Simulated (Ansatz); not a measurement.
## BeS: response to strain

The parent structure is BeS in the zinc blende structure (space group F-43m, No. 216; a = 4.8686 Å). Axes: x, y, z lie along the cube axes.

Strains are applied to the cell and any free atomic positions relax.

All numbers come from r2SCAN (Ansatz, a first-principles code; PAW; 500 eV plane waves; no spin-orbit coupling).

Candidates:
(a) uniaxial strain ε_zz = +1.50 %
(b) uniaxial strain ε_zz = +2.50 %
(c) uniaxial strain ε_zz = +2.00 %
(d) uniaxial strain ε_zz = +0.50 %

For the base:

- Smallest direct gap: 6.22 eV

Problem. Order them by smallest direct gap, lowest first.

Solution. (b) uniaxial strain ε_zz = +2.50 % (6.14 eV), (c) uniaxial strain ε_zz = +2.00 % (6.16 eV), (a) uniaxial strain ε_zz = +1.50 % (6.18 eV), (d) uniaxial strain ε_zz = +0.50 % (6.22 eV)

No phonon test of stability was made.
